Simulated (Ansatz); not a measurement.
The structure below was relaxed with Kohn–Sham DFT with the PBEsol functional, run in Ansatz (an electronic-structure program) with PAW and 420 eV plane waves, without spin-orbit coupling, at pressure 30 GPa.

Space group P4₂/mnm (No. 136); a = b = 4.4060 Å, c = 2.8755 Å, α = β = γ = 90.00°

```csv
atom,site,symmetry,x,y,z
Ti,2a,m.mm,0.0000,0.0000,0.0000
O,4f,m.2m,0.3019,0.3019,0.0000
```

Problem. Write out a cell with all atoms.

Solution. 
```cif
data_O4Ti2
_chemical_formula_sum 'Ti2 O4'
_space_group_name_H-M_alt 'P 1'
_space_group_IT_number 1
_cell_length_a 4.40605
_cell_length_b 4.40605
_cell_length_c 2.87551
_cell_angle_alpha 90.000
_cell_angle_beta 90.000
_cell_angle_gamma 90.000
loop_
_space_group_symop_operation_xyz
  'x, y, z'
loop_
_atom_site_label
_atom_site_type_symbol
_atom_site_fract_x
_atom_site_fract_y
_atom_site_fract_z
_atom_site_occupancy
Ti1 Ti 0.00000 0.00000 0.00000 1
Ti2 Ti 0.50000 0.50000 0.50000 1
O1 O 0.30190 0.30190 0.00000 1
O2 O 0.80190 0.19810 0.50000 1
O3 O 0.19810 0.80190 0.50000 1
O4 O 0.69810 0.69810 0.00000 1
```
This is the conventional cell.

Load acts through the strain it causes; cell and atoms are relaxed under it. Stability against distortions was not tested. Competing high-pressure phases were not computed. All final runs are without spin polarisation. The cell was made from TiO$_{2}$ in the rutile structure (space group P4_2/mnm, No. 136) by this change: pressure 30 GPa.
